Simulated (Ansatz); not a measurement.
## The (0001) surface of wurtzite CdSe, Cd-terminated, I on every top atom (bottom of the slab: 2 H on 4 bottom sites)

Method: PBE (plane waves to 420 eV, PAW; Ansatz, a program for electronic structure).

Slab: 38 atoms, 16.0 Å thick at the start with caps and adatoms; k 3x3x1, smearing 0.025 eV, dipole-corrected; 8 atoms held, the rest relaxed; held to the start's symmetry, so lower structures may exist; no spin (no spin-polarised run to compare, though such a face may carry moments), no spin-orbit, no U. The slab shows no gap over 0.04 eV on its mesh. It is one candidate, not shown to be the stable structure of the face.

```json
{
 "work_function_of_the_top_face": "6.41 eV",
 "energy_released_by_relaxation": "0.81 eV",
 "cost": "roughly 30 core-minutes"
}
```
